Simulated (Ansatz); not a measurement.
Density of states of MgO (Fm-3m) below the valence band maximum, r2SCAN, rigid bands run with Ansatz (an electronic-structure program); cell volume 18.7 Å³.

(energy from edge (eV), 10⁻³ states/eV/cell): (0.006, 110); (0.031, 257); (0.056, 351); (0.081, 429); (0.106, 499); (0.131, 563); (0.156, 631); (0.181, 692); (0.206, 750); (0.231, 811); (0.256, 873); (0.281, 932); (0.319, 1020); (0.344, 1090); (0.369, 1160); (0.394, 1230); (0.419, 1300); (0.444, 1380); (0.469, 1470); (0.494, 1550); (0.519, 1650); (0.544, 1760); (0.569, 1870); (0.594, 2010)

What effective density of states at 300 K does this give (∫ g(E) exp(−E/k_BT) dE, both spins, divided by the cell's size)?

2.9e20 cm⁻³, a density-of-states mass of 5.1 mₑ, valleys and band degeneracy included.

Spin-orbit coupling is left out. Geometry: cell and atoms relaxed with PBEsol.
